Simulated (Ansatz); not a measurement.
**Ti: energy against volume**

Ti (hcp, P6_3/mmc, 16.727 Å³/atom and stress up to 0.01 GPa in the relaxed cell, c along z) under hydrostatic pressure, with the cell free. PBEsol in Ansatz, a plane-wave DFT program (PAW, default set), 420 eV, 18×18×10 Γ-centred mesh, Fermi-Dirac smearing 0.05 eV; ions are relaxed, or left where forces stay under 0.02 eV/Å, within the symmetry of each cell. Against the start cell, which lies near the measured one, the relaxed cell differs by -5.2 % in volume and -1.9 % in c; the values below rest on it.

Here V stands for volume and E for E less E0.

| volume (Å³/atom) | E less E0 (meV/atom) | pressure (GPa) |
|---|---|---|
| 17.0194 | 1.93 | -2.01 |
| 16.8709 | 0.49 | -1.01 |
| 16.7270 | 0.00 | 0.00 |
| 16.6043 | 0.31 | 0.89 |
| 16.4443 | 1.77 | 2.10 |
| 16.1454 | 7.86 | 4.50 |
| 15.6423 | 28.87 | 9.01 |
| 15.0622 | ? | ? |

### Question
Using the third-order Birch-Murnaghan form, a cubic in V^(-2/3), estimate the missing E at V = 15.0622 from the other rows, showing the fit.

### Answer
With u = V^(-2/3) - 0.1544, the rows have u = -0.0032631, -0.0023775, -0.0015069, -0.0007546, 0.0002404, 0.0021432, 0.0054820. Least squares gives E = 1.310 + 1776.4·u + 599081·u² - 1105870·u³. Residuals (row less fit): -0.001, 0.002, 0.003, -0.001, -0.002, 0.002, 0.000; standard error 0.003 (degrees of freedom: 3). Its minimum lies at u = -0.0014766, so V0 = (0.1529234)^(-3/2) = 16.72. There d²E/du² = 1208000 and d³E/du³ = -6635000, so B0 = (4/9) × 16.72^(-7/3) × 1208000 × 0.160218 = 120 GPa (the last factor turns the table's units into GPa), and B0' = 4 + (2/3) × 0.1529234 × (-6635000)/1208000 = 3.4. B0' rests on the cubic coefficient alone and has a standard error of 0.1 from these residuals. At the withheld row, u = 0.0095612, so E = 1.310 + 1776.4 × 0.0095612 + 599081 × 0.0095612² - 1105870 × 0.0095612³ = 72.094 meV/atom. The calculation gives 72.05 meV/atom, 0.044 meV/atom below the prediction (0.1 % of the range of E in the table). The row lies outside the fitted rows, so this is an extrapolation. The scatter of the fitted rows lies at the last printed digit.

In a metal these values are sensitive to mesh and smearing; energies are taken to zero smearing, stresses follow the free energy. The runs aren't spin-polarised. Other structures, which can take over under pressure, weren't tried. The same form fitted to the pressure column gives B0' = 3.5; series where the two differ by over 0.4 aren't shown. Rows are the converged runs of the series near zero and its far end, less any whose ions stayed unrelaxed beside relaxed ones; series whose fitted rows scatter by over a few per cent of the range, as at a crossing or softening among them, aren't shown in this form.
